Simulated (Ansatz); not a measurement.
This Ansatz (a first-principles code) input is the reference run, ZrS₂ in the fluorite structure (space group Fm-3m, No. 225; a hypothetical phase, not in the database extracts checked), computed with Ansatz, PBEsol, PAW, cutoff 420 eV, without spin-orbit coupling:

Ansatz 0.2 input:
```yaml
crystal:
  lattice:
    - [0, 3.0942994608, 3.0942994608]
    - [3.0942994608, 0, 3.0942994608]
    - [3.0942994608, 3.0942994608, 0]
  atoms:
    - { symbol: Zr, position: [0, 0, 0] }
    - { symbol: S, position: [0.25, 0.25, 0.25] }
    - { symbol: S, position: [0.75, 0.75, 0.75] }
basis: { ecutwfc: 420, ecutrho_ratio: 4, xc_grid: 2, fft_grid_basis: typed }
kpoints: { mp_grid: { grid: [13, 13, 13] } }
hamiltonian:
  xc: pbesol
  dispersion: none
  pseudopotentials: { kind: paw }
scf: { occupations: { method: fermi_dirac, width: 0.05 }, convergence: { dr2_threshold: 0.0000000003 } }
output: { forces: true, stress: true }
```

Question: Write the input for this change: every lattice vector is stretched by 2.29 %; the atoms relax in the strained cell.

Answer: 
Ansatz 0.2 input:
```yaml
crystal:
  lattice:
    - [0, 3.1651589185, 3.1651589185]
    - [3.1651589185, 0, 3.1651589185]
    - [3.1651589185, 3.1651589185, 0]
  atoms:
    - { symbol: Zr, position: [0, 0, 0] }
    - { symbol: S, position: [0.25, 0.25, 0.25] }
    - { symbol: S, position: [0.75, 0.75, 0.75] }
basis: { ecutwfc: 420, ecutrho_ratio: 4, xc_grid: 2, fft_grid_basis: typed }
kpoints: { mp_grid: { grid: [13, 13, 13] } }
hamiltonian:
  xc: pbesol
  dispersion: none
  pseudopotentials: { kind: paw }
scf: { occupations: { method: fermi_dirac, width: 0.05 }, convergence: { dr2_threshold: 0.0000000003 } }
relax: { f_tol: 0.005, max_steps: 50 }
output: { forces: true, stress: true }
checkpoint: { write: state.ck, write_every: 1000 }
```
This is the input that was run.

No phonon test of stability was made. All final runs are without spin polarisation.
